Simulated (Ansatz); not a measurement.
**WC: uniaxial strain ε_xx = −0.50 %**

Base system: WC (space group P-6m2, No. 187; a = 2.8991 Å, c = 2.8268 Å; relaxed with 0.1 eV smearing). Axes: x lies along a and z along c of the hexagonal cell.

The change: uniaxial strain ε_xx = −0.50 %, all other strain components held at zero; the atoms relax in the strained cell.

Calculations: plane-wave PAW DFT at the PBEsol level (Ansatz, a first-principles code, 420 eV), without spin-orbit coupling. Γ-centred 23×23×20 mesh, Fermi–Dirac width 0.1 eV.

```tsv
quantity	base	changed	shift
volume per atom	10.29 Å³	10.24 Å³	-0.05 Å³
space group	P-6m2 (No. 187)	Amm2 (No. 38)	–
shortest interatomic distance	2.191 Å	2.187 Å	-0.004 Å
energy relative to the base (free energy F)	0 meV/atom	+0.6 meV/atom	+0.6 meV/atom
band gap	zero	zero	–
stress (xx, yy, zz, yz, xz, xy; compression positive)	–	(3.7, 1.2, 0.9, 0.0, 0.0, 0.0) GPa	–
```

Final structure:

```yaml
crystal:
  lattice:
    - [2.88461, 0.00000, 0.00000]
    - [-1.44231, 2.51070, 0.00000]
    - [0.00000, 0.00000, 2.82680]
  atoms:
    - { symbol: W, position: [0.00018, 0.00035, 0.00000] }
    - { symbol: C, position: [0.33316, 0.66631, 0.50000] }
```

Whether these cells are dynamically stable was not tested. The final runs are not spin-polarised.
